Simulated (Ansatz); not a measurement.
Here is the system:

```
KTaO3
1.0
    3.98530     0.00000     0.00000
    0.00000     3.98530     0.00000
    0.00000     0.00000     3.98530
K Ta O
1 1 3
Direct
  0.50000   0.50000   0.50000
  0.00000   0.00000   0.00000
  0.00000   0.50000   0.00000
  0.50000   0.00000   0.00000
  0.00000   0.00000   0.50000
```

Calculation: PBEsol with spin-orbit coupling, rigid bands (plane waves, PAW; Ansatz, a first-principles code). Condition of this run: spin-orbit coupling switched on. Geometry: cell and atoms relaxed with PBEsol.

Predict the hole conductivity mass (n e² τ/σ) at 300 K, by direction if it differs.

2.1 mₑ.

What conductivity effective mass do dilute electrons have at 300 K?

0.45 mₑ.

And the band gap?

2.00 eV at this level; semilocal functionals usually fall short of the measured gap.

Rigid bands, one relaxation time for all states, no polarons.
